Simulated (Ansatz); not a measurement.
Bond-angle distributions (per cent of the angles at each element, bins of 10°) of a relaxed model of amorphous silicon oxynitride (Si$_{24}$O$_{45}$N$_{2}$) at 2.20 g/cm³. All values below come from PBE, scalar-relativistic without spin-orbit coupling (plane waves to 420 eV, PAW; Ansatz, an electronic-structure program).

It comes from a melt-quench run on a machine-learned potential (CHGNet), relaxed afterwards by DFT. O and N atoms were pushed apart under 1.9 Å during the dynamics, to hinder bonds among them. The hot cell started wider than the set density and was brought back towards it in steps. It is the lowest in DFT energy of 2 quenches. It is a model cell: composition and starting density were chosen by hand, and all elements were melted together. No dispersion term was used. Its density started from a set value of 2.20 and ended at 2.20 g/cm³. Cooling (nominally 320 K/ps over its main leg) ran many orders faster than in experiment, which tends to leave more defects and strain. One small periodic cell is one sample of the glass; other quenches scatter about these values. The volume was held where the preparation left it, at a PBE pressure of -1.3 GPa (tension). Stress components on the final sampling reach 2.3 GPa.

Cut-offs for bonds: Si-Si 2.60 Å, Si-O 2.04 Å, Si-N 2.18 Å, O-O 1.58 Å, O-N 1.64 Å, N-N 1.70 Å. Two cations that share two anions don't count as bonded, nor two that share one unless they lie closer than Si-Si 2.38 Å.

| angle (°) | at Si | at O |
|---|---|---|
| 50-60 | 0 | 0 |
| 60-70 | 0 | 0 |
| 70-80 | 0 | 0 |
| 80-90 | 3 | 0 |
| 90-100 | 5 | 2 |
| 100-110 | 46 | 0 |
| 110-120 | 39 | 9 |
| 120-130 | 5 | 28 |
| 130-140 | 1 | 32 |
| 140-150 | 0 | 15 |
| 150-160 | 0 | 6 |
| 160-170 | 1 | 6 |
| 170-180 | 0 | 2 |

They go with these counts of neighbours within the cut-offs, cation contacts included: Si mean 4.0, most often 4; O mean 2.0, most often 2.
